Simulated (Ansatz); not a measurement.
System: cubic perovskite EuTiO3. Method: HSE06 (plane waves, PAW; Ansatz, an electronic-structure program).

Run with plane-wave cutoff 460 eV, 8×8×8 k mesh, Fermi–Dirac smearing 0.05 eV, spin-polarised with parallel moments, scalar-relativistic PAW data made under PBE.

Energies at three volumes about the minimum:

| V (Å³/atom) | E − E_lowest (meV/atom) |
|---|---|
| 11.521 | 4.19 |
| 11.719 | 0.00 |
| 12.112 | 3.86 |

Task: Fit a parabola by hand: where is the minimum, and what is the bulk modulus?

Result: Slopes: (0.00 − 4.19)/(11.719 − 11.521) = -21.162 and (3.86 − 0.00)/(12.112 − 11.719) = 9.822 meV/Å³. Curvature E″ = 2 × (9.822 − (-21.162))/(12.112 − 11.521) = 104.853 meV/Å⁶. From the middle of the first interval, the slope vanishes at V0 = 11.6200 − (-21.162)/104.853 = 11.822 Å³/atom. B = V0 E″ = 11.822 × 104.853 meV/Å³ × 0.1602 GPa per meV/Å³ = 199 GPa. The full Birch–Murnaghan fit to all volumes gives V0 = 11.816 Å³/atom and B0 = 196 GPa.

Measured, for comparison: equilibrium volume per atom 11.91 Å³/atom (temperature not stated, not corrected to a static lattice, from a published cell, temperature and pressure not stated; as tabulated in Acta Crystallographica 6, 67 (1953)). Computed less measured: equilibrium volume per atom -0.8 %. A static lattice is as a rule a little smaller and stiffer than an uncorrected measurement, which can account for part of this in the equilibrium volume per atom.

Note: the magnetic order was assumed, not searched for or taken from measurement; the relaxation could not lower the start's symmetry, so the cell can be a saddle point above a distorted one; the state of the 4f shell is in doubt.
